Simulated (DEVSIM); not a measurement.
## abrupt CdTe n-p junction

System: abrupt CdTe n-p junction, at 300 K.

```csv
layer (left to right),material,thickness (μm),Nd (cm⁻³),Na (cm⁻³),τn (s),τp (s)
1,CdTe,16.0,1.1e15,-,1.6e-8,1.6e-8
2,CdTe,44.0,-,7.7e15,1.6e-8,1.6e-8
```

Left contact: ohmic. Right contact: ohmic. Voltage is applied to the left contact. Recombination: SRH at mid-gap, Auger. Mobility is constant in doping.

Constants are typed, rounded textbook-type inputs, not results; the design itself was drawn at random and stands for no fabricated device. Values at 300 K.

```
parameter        CdTe
-------------  ------
gap (eV)          1.5
affinity (eV)    4.28
permittivity     10.2
Nc (cm⁻³)        8e17
Nv (cm⁻³)      1.8e19
μn (cm²/Vs)      1000
μp (cm²/Vs)        80
Cn (cm⁶/s)      1e-30
Cp (cm⁶/s)      1e-30
```

DEVSIM, 1D drift-diffusion, Boltzmann statistics, complete ionisation; no tunnelling, impact ionisation, image-force lowering or self-heating.

The potential step across the device at zero bias comes out as 1.129 V, the largest field in the device at zero bias is 19000 V/cm and the dark forward voltage at 1 A/cm² is 1.102 V.

Small-signal capacitance in reverse bias (quasi-static):

| V (V) | C (nF/cm²) |
|---|---|
| 0.04 | 7.90 |
| 0.1 | 7.69 |
| 0.2 | 7.39 |
| 0.3 | 7.11 |
| 0.4 | 6.87 |
| 0.6 | 6.44 |
| 0.8 | 6.09 |
| 1 | 5.79 |
| 1.3 | 5.41 |
| 1.6 | 5.10 |
| 2 | 4.76 |

Dark reverse current:

```json
[
 {"V (V)": "0.04", "J (A/cm²)": "2.1e-11"},
 {"V (V)": "0.10", "J (A/cm²)": "4.3e-11"},
 {"V (V)": "0.20", "J (A/cm²)": "7.3e-11"},
 {"V (V)": "0.30", "J (A/cm²)": "1.0e-10"},
 {"V (V)": "0.40", "J (A/cm²)": "1.3e-10"},
 {"V (V)": "0.60", "J (A/cm²)": "1.7e-10"},
 {"V (V)": "0.80", "J (A/cm²)": "2.2e-10"},
 {"V (V)": "1.00", "J (A/cm²)": "2.6e-10"},
 {"V (V)": "1.30", "J (A/cm²)": "3.1e-10"},
 {"V (V)": "1.60", "J (A/cm²)": "3.7e-10"},
 {"V (V)": "2.00", "J (A/cm²)": "4.3e-10"}
]
```
